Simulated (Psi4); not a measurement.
Psi4 1.11, B3LYP/def2-svp: Si(Vi)(OH)2(NMe2) (C=C[Si](O)(O)N(C)C), 19 atoms. The geometry is a generated start, not checked to be a minimum at this level.

```yaml
task: energy
method: b3lyp
basis: def2-svp
memory: 3 GB
maxiter: 100
keys_of_the_molecule_block: symmetry c1
scf_type: df (default)
e_convergence: 1e-06 (default)
d_convergence: 1e-06 (default)
dft_radial_points: 75 (default)
dft_spherical_points: 302 (default)
basis_functions: 171
grid_points: 402149
```

```xyz
19

C      2.3490    -0.7377     1.5468
C      1.6270    -1.0059     0.4711
Si     0.6751     0.2723    -0.5406
O      0.8316     0.0020    -2.1490
O      1.3073     1.7078    -0.0786
N     -1.0391     0.3087    -0.3286
C     -1.9065    -0.5578    -1.0908
C     -1.6031     0.6624     0.9528
H      2.8563    -1.5023     2.1156
H      2.4676     0.2740     1.8945
H      1.5389    -2.0404     0.1574
H      1.6768     0.1511    -2.5639
H      0.8864     2.5127    -0.3680
H     -2.0901    -1.5100    -0.5787
H     -2.8678    -0.0623    -1.2484
H     -1.4467    -0.7574    -2.0529
H     -0.9285     1.3372     1.4729
H     -1.7706    -0.2177     1.5842
H     -2.5636     1.1633     0.8043
```

With the defaults (diis = true, scf_initial_accelerator = adiis, damping_percentage = 0, soscf = false, soscf_start_convergence = 0.01, guess = auto, which took SAD, diis_max_vecs = 10, level_shift = 0, level_shift_cutoff = 0.01) it converges in 9 SCF iterations. One run each on 2 threads, with these changes:
- damping_percentage = 60
- guess = sapgau
- soscf = true, soscf_start_convergence = 0.001
- diis_max_vecs = 6
- guess = gwh
- guess = sap
- guess = core
- diis = false, scf_initial_accelerator = none, damping_percentage = 60
- level_shift = 0.1, level_shift_cutoff = 0.001

**Question.** Name the settings that don't reach the solution of the defaults.

**Answer.** No convergence: diis = false, scf_initial_accelerator = none, damping_percentage = 60 (the run ends without SCF convergence in 100 iterations). The rest reach the solution of the defaults.

| setting | SCF iterations | JK calls | end |
|---|---|---|---|
| soscf = true, soscf_start_convergence = 0.001 | 7 | 18 | same solution |
| the defaults | 9 | 10 | same solution |
| level_shift = 0.1, level_shift_cutoff = 0.001 | 9 | 10 | same solution |
| diis_max_vecs = 6 | 10 | 11 | same solution |
| guess = sap | 11 | 11 | same solution |
| guess = sapgau | 11 | 11 | same solution |
| guess = core | 15 | 15 | same solution |
| guess = gwh | 15 | 15 | same solution |
| damping_percentage = 60 | 65 | 66 | same solution |
| diis = false, scf_initial_accelerator = none, damping_percentage = 60 | 100 | 101 | no convergence |

An SOSCF iteration holds several JK calls; a Hückel guess adds calls on atoms.
